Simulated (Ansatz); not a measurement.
An Ansatz (a first-principles code) input (DFT with PBEsol, PAW potentials and a 420 eV plane-wave cutoff in Ansatz, no SOC):

Ansatz 0.2 input:
```yaml
crystal:
  lattice:
    - [3.4191130027, 0, 0]
    - [-1.7095565013, 2.9610387187, 0]
    - [0, 0, 6.0937292876]
  atoms:
    - { symbol: In, position: [0.3333333333, 0.6666666667, 0.7637725052] }
    - { symbol: In, position: [0.6666666667, 0.3333333333, 0.2362274948] }
    - { symbol: O, position: [0.3333333333, 0.6666666667, 0.346605012] }
    - { symbol: O, position: [0.6666666667, 0.3333333333, 0.653394988] }
    - { symbol: O, position: [0, 0, 0] }
basis: { ecutwfc: 420, ecutrho_ratio: 4, xc_grid: 2, fft_grid_basis: typed }
kpoints: { mp_grid: { grid: [16, 16, 8] } }
hamiltonian:
  xc: pbesol
  dispersion: none
  pseudopotentials: { kind: paw }
total_charge: -0.308468
scf: { occupations: { method: fermi_dirac, width: 0.0259 }, convergence: { dr2_threshold: 0.0000000005 } }
relax: { f_tol: 0.005, max_steps: 30 }
output: { forces: true, stress: true }
checkpoint: { write: state.ck, write_every: 1000 }
```

### Question
Which symmetry and how many k-points will the program report, and about how many plane waves at Γ?

### Answer
Space group P-3m1 (ITA 164) with 12 operations, k-points 213 of 2048, and 1173 plane waves at Γ.

Charged cell with a jellium background: band edges are those of the host's band count, energies are not comparable with the neutral cell, and many-body gap narrowing is missing. Whether these cells are dynamically stable was not tested. The cell was made from In2O3 (space group P-3m1, No. 164; a hypothetical phase, not in the database extracts checked) by this change: electrons 5.0×10^21 cm⁻³.
